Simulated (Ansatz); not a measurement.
**TiAl: response to strain**

Start from TiAl (space group P4/mmm, No. 123; a = 2.796 Å, c = 4.038 Å; relaxed with 0.1 eV smearing). Axes: x, y, z lie along a, b, c of the conventional cell.

Strains are applied to the cell and any free atomic positions relax; under biaxial strain the out-of-plane vector relaxes too.

Level of theory: PBEsol, PAW, 420 eV (Ansatz, a program for electronic structure; scalar-relativistic without spin-orbit coupling), earlier PAW set.

Notes on the quantities. pressure: mean of the normal stresses, compression positive.

| change | pressure | volume per atom | space group |
|---|---|---|---|
| base | 0.0 GPa | 15.78 Å³ | P4/mmm (No. 123) |
| biaxial strain −1.17 %, plane normal [001], relaxed out of plane | ? | 15.60 Å³ | P4/mmm (No. 123) |
| biaxial strain +3.15 %, plane normal [001], relaxed out of plane | ? | 16.18 Å³ | P4/mmm (No. 123) |
| isotropic strain −4.85 % | 23.8 GPa | 13.60 Å³ | P4/mmm (No. 123) |
| uniaxial strain ε_yy = +3.81 % | -4.1 GPa | 16.38 Å³ | Pmmm (No. 47) |

**Question.** Some entries are withheld; estimate them.

**Answer.** 
- biaxial strain −1.17 %, plane normal [001], relaxed out of plane, pressure: 1.4 GPa
- biaxial strain +3.15 %, plane normal [001], relaxed out of plane, pressure: -2.9 GPa

Stability against distortions was not tested. The final runs are not spin-polarised.
